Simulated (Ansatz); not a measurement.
Take TlAs in the CsCl type structure (space group Pm-3m, No. 221; a hypothetical phase, not in the database extracts checked) as the base.

```xyz
2
Lattice="3.5994 0.0000 0.0000 0.0000 3.5994 0.0000 0.0000 0.0000 3.5994" Properties=species:S:1:pos:R:3 pbc="T T T"
Tl     0.0000     0.0000     0.0000
As     1.7997     1.7997     1.7997
```

All numbers come from Ansatz (a program for electronic structure) PBEsol, no spin-orbit coupling.

For the base:

```
Quantity            Value
---------------  --------
Volume per atom  23.32 Å³
```

Now apply this change: cell and atoms relaxed at a pressure of 4.5 GPa.

**Question.** What happens to the volume per atom?

**Answer.** The volume per atom shrinks by 1.472 Å³, from 23.32 Å³ to 21.84 Å³.

Load acts through the strain it causes; cell and atoms are relaxed under it. Whether these cells are dynamically stable was not tested. The final runs are not spin-polarised.
